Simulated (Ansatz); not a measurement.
Take SiSe₂ (space group Ibam, No. 72; a = 6.299 Å, b = 9.307 Å, c = 5.856 Å; made of chains) as the base.

Now apply this change: S takes the place of Se on all its sites, then cell and atoms are relaxed.

Levels (all Ansatz, a first-principles code, PAW, earlier PAW set): PBEsol (420 eV, no SOC); HSE06 (420 eV, no SOC); PBEsol+SOC (420 eV, spin-orbit coupling included).

One geometry, relaxed with PBEsol, under each level:

```csv
level,band gap,lowest conduction level above the VBM at special points,pressure
PBEsol,2.82 eV,X 2.87 eV; G₀ 2.91 eV; Λ₀ 2.91 eV; Γ 3.62 eV,0.0 kbar
HSE06,…,…,–
PBEsol+SOC,2.82 eV,X 2.87 eV; G₀ 2.91 eV; Λ₀ 2.91 eV; F₀ 3.23 eV,0.0 kbar
```

**Question.** Give the withheld HSE06 results.

**Answer.** 
- HSE06, band gap: 4.02 eV
- HSE06, lowest conduction level above the VBM at special points: X 4.08 eV; G₀ 4.12 eV; Λ₀ 4.12 eV; Γ 4.77 eV

Single points use the geometry relaxed with PBEsol. HSE06 gaps are upper bounds (no full band path). Differences between runs with and without spin-orbit coupling are approximate. Stability against distortions was not tested. No dispersion term is included in the PBEsol runs.
